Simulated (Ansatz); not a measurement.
The reference is PbTe in the rock salt structure (space group Fm-3m, No. 225; a = 6.5343 Å).

Computed with r2SCAN, PAW, 500 eV (Ansatz, a program for electronic structure; no spin-orbit coupling).

Before the change:

| Property | Result |
|---|---|
| Width of the top valence band | 2.77 eV |
| Gap character | direct at L |
| Hole mass | 0.57 mₑ along k, 0.088 mₑ across (at L) |

Modification: the cell is scaled by 1.0300 in all directions, atoms relaxed at fixed cell.

Problem. What does the calculation give for the width of the top valence band, gap character, mean gap deformation potential ΔEg/Δln V and hole mass after the change?

Solution. The width of the top valence band falls by 0.51 eV, from 2.77 eV to 2.26 eV; the gap character remains direct at L; the mean gap deformation potential ΔEg/Δln V amounts to +1.7 eV; the hole mass goes from 0.57 mₑ along k, 0.088 mₑ across (at L) to 0.70 mₑ along k, 0.12 mₑ across (at L).

Spin-orbit coupling, missing from the scalar runs, can matter with Pb and Te. The cells carry an imposed strain or load. Masses are band curvatures over ±0.01 Å⁻¹ around the edge. Along k means along the line from Γ to the band edge. Whether these cells are dynamically stable was not tested.
